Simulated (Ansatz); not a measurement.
Ag on the 1x1 (111) surface of fcc Pt, one in a 2x2 cell, energies for each (27.3 Å²). Energies are against an atom of fcc Ag, without zero-point or thermal terms; each row is named by its start.

The numbers are results of PBE (plane waves to 420 eV, PAW; Ansatz, a first-principles code), not measurements.

Q: Which site binds most strongly?
A) top Pt
B) hollow Pt-Pt-Pt over Pt at depth 4.6 Å
C) hollow Pt-Pt-Pt over Pt at depth 2.3 Å

A: B, hollow Pt-Pt-Pt over Pt at depth 4.6 Å. Adsorption energies: hollow Pt-Pt-Pt over Pt at depth 4.6 Å 0.16 eV; hollow Pt-Pt-Pt over Pt at depth 2.3 Å 0.19 eV; top Pt 0.73 eV.
